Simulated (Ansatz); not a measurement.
Start from Ga₂O₃ in the corundum structure (space group R-3c, No. 167; a = 4.950 Å, c = 13.306 Å (hexagonal axes)).

Method: plane-wave PAW DFT at the LDA level (Ansatz, a quantum-chemistry and plane-wave program, 420 eV), no spin-orbit coupling.

One change was made to it. Results:

The gap character stays indirect, Γ–S₀ (50 % along) → Γ; the density increases by 0.24 g/cm³ (6.61 g/cm³ → 6.85 g/cm³); the smallest direct gap rises by 0.41 eV (3.31 eV → 3.72 eV).

What was done to the base?
A. pressure 9 GPa
B. pressure 22.5 GPa
C. pressure 0.9 GPa

A, pressure 9 GPa. For comparison, the smallest direct gap in the other runs: pressure 0.9 GPa gives 3.36 eV; pressure 22.5 GPa gives 4.25 eV.

Load acts through the strain it causes; cell and atoms are relaxed under it. No phonon test of stability was made. No other phases were tried under pressure.
